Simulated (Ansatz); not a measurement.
The reference is MgO in the rock salt structure (space group Fm-3m, No. 225; a = 4.214 Å).

Method: plane-wave PAW DFT at the PBEsol level (Ansatz, a program for electronic structure, 420 eV), without spin-orbit coupling.

Base values:

| Quantity | Result |
|---|---|
| Gap character | direct at Γ |
| Hole mass | 0.38, 2.1, 2.1 mₑ (at Γ) |
| Band gap | 4.62 eV |

Modification: a negative pressure, −1 GPa.

What happens to the gap character?

The gap character remains direct at Γ.

Predict the new hole mass.

The hole mass (degenerate bands, along [100]) stays 0.38, 2.1, 2.1 mₑ (at Γ).

What does the calculation give for the band gap after the change?

The band gap drops by 0.06 eV, from 4.62 eV to 4.56 eV.

Load acts through the strain it causes; cell and atoms are relaxed under it. Masses are band curvatures over ±0.01 Å⁻¹ around the edge. Whether these cells are dynamically stable was not tested. The base started in P3_121 and relaxed to Fm-3m at this level.
